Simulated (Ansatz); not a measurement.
Base system: PbS in the zinc blende structure (space group F-43m, No. 216; a = 6.543 Å; a hypothetical phase, not in the database extracts checked).

Levels (all Ansatz, a first-principles code, PAW): PBEsol (420 eV, scalar-relativistic without spin-orbit coupling); HSE06 (420 eV, spin-orbit coupling left out).

The geometry is relaxed with PBEsol.

| Item | Result |
|---|---|
| PBEsol band gap | 0.63 eV |

Question: Predict the band gap from HSE06.

Answer: The band gap grows by 0.59 eV to 1.22 eV.

Single points use the geometry relaxed with PBEsol. The hybrid gap comes from the SCF mesh plus the semilocal run's edge points and a few special points and is an upper bound. Spin-orbit coupling, missing from the scalar runs, can matter with Pb. Whether these cells are dynamically stable was not tested.
